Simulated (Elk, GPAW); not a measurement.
An Elk input for a self-consistent single point of CaMg2 (P-3m1, 6 atoms in the cell) (DFT, LDA (PW92), all-electron FP-LAPW, Elk's shipped species files, APW+lo basis with extra local orbitals):

```
tasks
  0

tforce
  .true.

rgkmax
  8.0

gmaxvr
  18.0

lmaxapw
  10

lmaxo
  8

nxlo
  2

lorbcnd
  .true.

lradstp
  2

nrmtscf
  2.0

lmaxi
  4

stype
  0

swidth
  0.00367493

maxscl
  100

scale
  1.889726125

avec
    3.4450699204    0.0000000185    0.0000000000
   -1.7225349762    2.9835180597    0.0000000000
    0.0000000000    0.0000000000   16.8873000000

sppath
  './'

atoms
  2
  'Ca.in'
  2
  0.6666666667  0.3333333333  0.0955700000    0.0 0.0 0.0
  0.3333333333  0.6666666667  0.9044300000    0.0 0.0 0.0
  'Mg.in'
  4
  0.3333333333  0.6666666667  0.2659900000    0.0 0.0 0.0
  0.6666666667  0.3333333333  0.7340100000    0.0 0.0 0.0
  0.6666666667  0.3333333333  0.4220100000    0.0 0.0 0.0
  0.3333333333  0.6666666667  0.5779900000    0.0 0.0 0.0

ngridk
  8 8 2
```

Question: Give the GPAW input for the same structure, mesh, smearing and functional.

Answer: This is the input that was run; spellings and numerical settings could be chosen otherwise.

```python
from ase import Atoms
from ase.units import GPa
from gpaw import GPAW, PW

atoms = Atoms(['Ca', 'Ca', 'Mg', 'Mg', 'Mg', 'Mg'],
              cell=[[3.445070, 0.000000, 0.000000],
                    [-1.722535, 2.983518, 0.000000],
                    [0.000000, 0.000000, 16.887300]],
              scaled_positions=[[0.666667, 0.333333, 0.095570],
                                [0.333333, 0.666667, 0.904430],
                                [0.333333, 0.666667, 0.265990],
                                [0.666667, 0.333333, 0.734010],
                                [0.666667, 0.333333, 0.422010],
                                [0.333333, 0.666667, 0.577990]],
              pbc=True)

calc = GPAW(mode=PW(850),
            xc='LDA',
            kpts={'size': (8, 8, 2), 'gamma': True},
            occupations={'name': 'methfessel-paxton', 'width': 0.1, 'order': 0},
            nbands=-12,
            symmetry={'symmorphic': False, 'tolerance': 0.0005},
            maxiter=100,
            txt='-')

atoms.calc = calc

energy = atoms.get_potential_energy()
print('Energy (eV):', round(energy, 6))
forces = atoms.get_forces()
print('Forces (eV/Ang):')
print(forces.round(5))
stress = atoms.get_stress()
print('Stress (GPa, Voigt):', (stress / GPa).round(4))
```

Basis settings and potentials, where a program has them, do not carry over. This input uses DFT LDA (Perdew-Wang 92), plane waves, GPAW PAW datasets LDA (gpaw-data 1.0.1). LDA parametrisations can differ slightly between programs.

The starting cell comes from a database of computed structures (which also holds hypothetical and non-ambient phases and stackings), without a prior relaxation at this level.
